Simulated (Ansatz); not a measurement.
Ti3Al: response to strain

Start from Ti3Al (space group P6_3/mmc, No. 194; a = 5.747 Å, c = 4.632 Å). Axes: x lies along a and z along c of the hexagonal cell.

Strains are applied to the cell and any free atomic positions relax; under biaxial strain the out-of-plane vector relaxes too; under stress the whole cell relaxes.

Calculations: DFT with r2SCAN, PAW potentials and a 500 eV plane-wave cutoff in Ansatz (a quantum-chemistry and plane-wave program), without spin-orbit coupling, earlier PAW set.

Notes on the quantities. pressure: mean of the normal stresses, compression positive; energy relative to the base: free energy F.

| case | pressure | energy relative to the base | shortest interatomic distance | space group |
|---|---|---|---|---|
| base | 0.0 GPa | 0 meV/atom | 2.813 Å | P6_3/mmc (No. 194) |
| biaxial strain −4.07 %, plane normal [001], relaxed out of plane | 8.5 GPa | +49 meV/atom | 2.697 Å | P6_3/mmc (No. 194) |
| biaxial strain −1.35 %, plane normal [001], relaxed out of plane | 2.5 GPa | +5.0 meV/atom | 2.774 Å | P6_3/mmc (No. 194) |
| biaxial strain −1.30 %, plane normal [001], relaxed out of plane | 2.4 GPa | +4.6 meV/atom | 2.776 Å | P6_3/mmc (No. 194) |
| isotropic strain −0.82 % | 3.1 GPa | +3.9 meV/atom | 2.790 Å | P6_3/mmc (No. 194) |
| isotropic strain +0.49 % | -1.7 GPa | +1.3 meV/atom | 2.827 Å | P6_3/mmc (No. 194) |
| isotropic strain +5.44 % | -14.3 GPa | +145 meV/atom | 2.962 Å | P6_3/mmc (No. 194) |
| uniaxial strain ε_xx = −2.67 % | (withheld) | (withheld) | (withheld) | Cmcm (No. 63) |
| uniaxial strain ε_yy = −1.37 % | 1.7 GPa | +2.0 meV/atom | 2.790 Å | Cmcm (No. 63) |
| uniaxial stress, 1 GPa tension along x | – | +0.3 meV/atom | 2.817 Å | Cmcm (No. 63) |

### Question
Some entries are withheld; estimate them.

### Answer

- uniaxial strain ε_xx = −2.67 %, pressure: 3.4 GPa
- uniaxial strain ε_xx = −2.67 %, energy relative to the base: +7.8 meV/atom
- uniaxial strain ε_xx = −2.67 %, shortest interatomic distance: 2.761 Å

Stability under load was not tested beyond the relaxation. The final runs are not spin-polarised.
